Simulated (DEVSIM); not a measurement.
System: Au/SiO2/n-Ge capacitor, at 300 K.

| layer (left to right) | material | thickness (nm) | Nd (cm⁻³) |
|---|---|---|---|
| 1 | SiO2 | 4.40 | - |
| 2 | Ge | 3100 | 3.7e16 |

Metal gate on the left, work function 5.1 eV. Fixed charge at the semiconductor interface -2.8e10 cm⁻² (in units of +e); no interface traps.

Constants are typed, rounded textbook-type inputs, not results; the design itself was drawn at random and stands for no fabricated device. Values at 300 K; Nc and Nv go as T^1.5, mobilities as T to minus their exponent, the gap by Varshni's rule with the affinity fixed.

```tsv
parameter	SiO2	Ge
gap (eV)	9	0.664
affinity (eV)	0.9	4
permittivity	3.9	16
Nc (cm⁻³)	-	1.04e19
Nv (cm⁻³)	-	6e18
Varshni α (eV/K)	-	0.000477
Varshni β (K)	-	235
```

Simulated with DEVSIM: 1D Poisson equation in equilibrium, Boltzmann statistics, complete ionisation; no quantum confinement or tunnelling. Metal contacts follow the ideal Schottky-Mott rule: no Fermi-level pinning, no interface dipoles.

The temperature was swept, all else fixed.

| temperature (K) | minimum of the low-frequency capacitance (μF/cm²) | flat-band voltage (V) | threshold voltage (band bending 2φF) (V) |
|---|---|---|---|
| 250 | 0.0967 | 0.99 | 0.41 |
| 300 | 0.110 | 0.96 | 0.47 |
| 350 | 0.131 | 0.93 | 0.53 |
| 400 | ___ | 0.90 | ___ |
| 450 | 0.219 | 0.86 | 0.66 |
| 500 | 0.293 | 0.84 | 0.72 |

### Question
Some entries are withheld; supply them.

### Answer

- 400, minimum of the low-frequency capacitance (μF/cm²): 0.165
- 400, threshold voltage (band bending 2φF) (V): 0.59
